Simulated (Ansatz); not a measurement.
System: fluorite CoSi2. Method: r²SCAN+rVV10 (plane waves, PAW; Ansatz, a quantum-chemistry and plane-wave program).

Numerical settings: plane-wave cutoff 600 eV, 22×22×22 k mesh, Fermi–Dirac smearing 0.072 eV (set by the program), no spin polarisation, scalar-relativistic PAW data made under PBE.

Computed at the level's own relaxed cell.

Elastic tensor (GPa, Voigt notation, ions relaxed):

```
  272.0   163.6   163.6     0.0     0.0     0.0
  163.6   272.0   163.6     0.0     0.0     0.0
  163.6   163.6   272.0     0.0     0.0     0.0
    0.0     0.0     0.0   104.1     0.0     0.0
    0.0     0.0     0.0     0.0   104.1     0.0
    0.0     0.0     0.0     0.0     0.0   104.1
```

Task: Work out the Voigt, Reuss and Hill averages of the bulk and shear moduli, Young's modulus and Poisson's ratio from the printed constants.

Result: K_V = [C11 + C22 + C33 + 2(C12 + C13 + C23)]/9 = [816.0 + 2 × 490.8]/9 = 199.7 GPa. G_V = [816.0 − 490.8 + 3 × 312.3]/15 = 84.1 GPa. From the compliances S = C⁻¹, K_R = 199.7 and G_R = 76.1 GPa. Hill means: K = 199.7, G = 80.1 GPa. E = 9KG/(3K + G) = 212 GPa, ν = (3K − 2G)/(6K + 2G) = 0.32, K/G = 2.49.

Computed values are for the static lattice.
